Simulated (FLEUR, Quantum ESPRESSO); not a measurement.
# Ce₂CuGe₃ (P-6m2, 6 atoms in the cell) computed with different codes at matched settings

Self-consistent single point.

```yaml
crystal:
  lattice:
    - [4.27219, 0.00000, 0.00000]
    - [-2.13610, 3.69983, 0.00000]
    - [0.00000, 0.00000, 7.98431]
  atoms:
    - { symbol: Ce, position: [0.66667, 0.33333, 0.24807] }
    - { symbol: Ce, position: [0.66667, 0.33333, 0.75193] }
    - { symbol: Cu, position: [0.00000, 0.00000, 0.00000] }
    - { symbol: Ge, position: [0.00000, 0.00000, 0.50000] }
    - { symbol: Ge, position: [0.33333, 0.66667, 0.00000] }
    - { symbol: Ge, position: [0.33333, 0.66667, 0.50000] }
```

All programs got the same cell, k-point mesh and kind of occupations (in Quantum ESPRESSO's words: occupations = smearing; smearing = gauss; degauss = 0.019992 Ry; K_POINTS = automatic 7 7 3 0 0 0); potentials, basis and cutoffs are each program's usual ones.

```json
[
 {"code": "Quantum ESPRESSO", "model": "PBEsol, SSSP 1.1.2 efficiency (PBE) pseudopotentials", "largest force (eV/Å)": "0.173", "cutoff": "50 Ry"},
 {"code": "FLEUR", "model": "PBEsol, all-electron FLAPW (FLEUR), scalar-relativistic valence", "largest force (eV/Å)": "0.192", "cutoff": "Kmax 3.8 1/bohr"}
]
```

The spread over the programs that give each value: largest force within 0.019 eV/Å.

The starting cell comes from a database of computed structures (which also holds hypothetical and non-ambient phases and stackings), without a prior relaxation at this level. On Quantum ESPRESSO's run: Spin-orbit coupling is off. Spin polarisation is off. The f electrons are in the valence without U or exact exchange, which can misplace them near the Fermi level. Spin-orbit terms, which matter for f shells, are left out. With a pressure of about -3 GPa the cell is away from its equilibrium volume at this level.

Why do the programs differ, and what cannot be compared?

Differences of this kind can come from the potentials, where these differ, and from what each basis and cutoff leave unconverged. The valence holds different numbers of electrons (Quantum ESPRESSO 85, FLEUR 77). The zero of total energies and Fermi levels follows the potentials and each program's conventions, so they are not compared here. FLEUR treats all electrons, but the usual bases taken here (sphere radii, linearisation, local orbitals, empty states) were not tested for convergence, so the values are no reference for the others.

Left out of this page: Ansatz (with a known weakness of the program); Elk (not drawn, or without a comparable value).
